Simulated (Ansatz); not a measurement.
Start from HfO$_{2}$ (space group P4_2/nmc, No. 137; a = 3.568 Å, c = 5.167 Å).

The change: the cell is scaled by 0.9952 in all directions; the atoms relax in the strained cell.

Levels (all Ansatz, a program for electronic structure, PAW, earlier PAW set): PBEsol (420 eV, scalar-relativistic without spin-orbit coupling); r2SCAN (500 eV, scalar-relativistic without spin-orbit coupling); HSE06 (420 eV, no SOC).

One geometry, relaxed with PBEsol, under each level:

```tsv
level	band gap	lowest conduction level above the VBM at special points	pressure
PBEsol	4.54 eV	Γ 4.54 eV; X 5.01 eV; R 5.18 eV; Z 5.29 eV	3.12 GPa
r2SCAN	5.20 eV	Γ 5.20 eV; X 5.62 eV; R 5.78 eV; Z 5.92 eV	5.43 GPa
HSE06	___	___	–
```

Task: Give the withheld HSE06 results.

Result: 
- HSE06, band gap: 6.32 eV
- HSE06, lowest conduction level above the VBM at special points: Γ 6.32 eV; X 6.80 eV; R 7.00 eV

Single points use the geometry relaxed with PBEsol. Their cutoffs differ, which shifts pressures a little. HSE06 gaps are upper bounds (no full band path). Spin-orbit coupling, missing from the scalar runs, can matter with Hf. Stability against distortions was not tested. This is not the structure that HfO2 has at room temperature and ambient pressure.
